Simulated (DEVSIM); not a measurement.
**Si n-i-p diode**

Device: Si n-i-p diode, at 300 K.

| layer (left to right) | material | thickness (μm) | Nd (cm⁻³) | Na (cm⁻³) | τn (s) | τp (s) |
|---|---|---|---|---|---|---|
| 1 | Si | 0.870 | 6.5e17 | - | 1.1e-7 | 1.1e-7 |
| 2 | Si | 0.740 | - | 8.2e12 | 1.1e-7 | 1.1e-7 |
| 3 | Si | 0.200 | - | 6.4e18 | 1.1e-7 | 1.1e-7 |

Left contact: ohmic. Right contact: ohmic. Voltage is applied to the left contact. Recombination: SRH at mid-gap. Gap narrowing is on: ΔEg = 6.92 meV × (l + √(l² + 0.5)), l = ln(N/1.3e17 cm⁻³), shared equally by both band edges. Mobility is μmin + (μ − μmin)/(1 + (N/Nref)^α).

This is a model device: material constants are rounded textbook-type values typed into the input, and sizes, dopings and lifetimes were drawn at random. Values at 300 K.

```
parameter           Si
-------------  -------
gap (eV)         1.124
affinity (eV)     4.05
permittivity      11.7
Nc (cm⁻³)      2.86e19
Nv (cm⁻³)       3.1e19
μn (cm²/Vs)       1417
μp (cm²/Vs)        470
μn,min              52
μp,min              45
Nref,n          9.7e16
Nref,p          2.2e17
αn                0.68
αp                0.72
```

Simulated with DEVSIM: 1D drift-diffusion, Boltzmann statistics, complete ionisation; no tunnelling, impact ionisation, image-force lowering or self-heating.

```json
{
 "potential_step_across_the_device_at_zero_bias": "0.947 V",
 "Dark forward voltage at 1 A/cm²": "0.657 V",
 "Dark forward voltage at 100 A/cm²": "0.781 V"
}
```

Dark forward current:

(V (V), J (A/cm²)): (-0.05, -1.2e-7); (-0.10, -4.4e-7); (-0.15, -1.4e-6); (-0.20, -4.1e-6); (-0.25, -1.2e-5); (-0.30, -3.7e-5); (-0.35, -0.00012); (-0.40, -0.00040); (-0.45, -0.0015); (-0.50, -0.0061); (-0.55, -0.028); (-0.60, -0.14); (-0.65, -0.78); (-0.70, -4.8); (-0.75, -31); (-0.80, -200); (-0.85, -1200); (-0.90, -5900)

Small-signal capacitance in reverse bias (quasi-static):

| V (V) | C (nF/cm²) |
|---|---|
| 0.4 | 14.9 |
| 1 | 14.4 |
| 2 | 14.2 |
| 3 | 14.0 |
| 4 | 13.9 |
| 6 | 13.8 |
| 8 | 13.8 |
| 10 | 13.7 |
| 13 | 13.6 |
| 16 | 13.6 |
